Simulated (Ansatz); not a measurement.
The parent structure is Al₂O₃ in the corundum structure (space group R-3c, No. 167; a = 4.774 Å, c = 13.015 Å (hexagonal axes)). Axes: x lies along a and z along c of the hexagonal cell.

Level of theory: PBEsol, PAW, 420 eV (Ansatz, a quantum-chemistry and plane-wave program; no SOC).

Modification: the cell is scaled by 1.0075 in all directions, atoms relaxed at fixed cell.

### Question
Predict the stress tensor and what it implies for the stiffness.

### Answer
Stress of the strained cell less that of the base (GPa, compression positive):
```
  -5.28    0.00    0.00
   0.00   -5.28    0.00
   0.00    0.00   -5.01
```

Then B = −ΔP/(ΔV/V₀) with ΔV/V₀ = 0.0227 gives secant stiffness values (nonlinear terms included at this strain): B (at held cell shape, above the free-shape value) ≈ 229 GPa.

Stability against distortions was not tested.
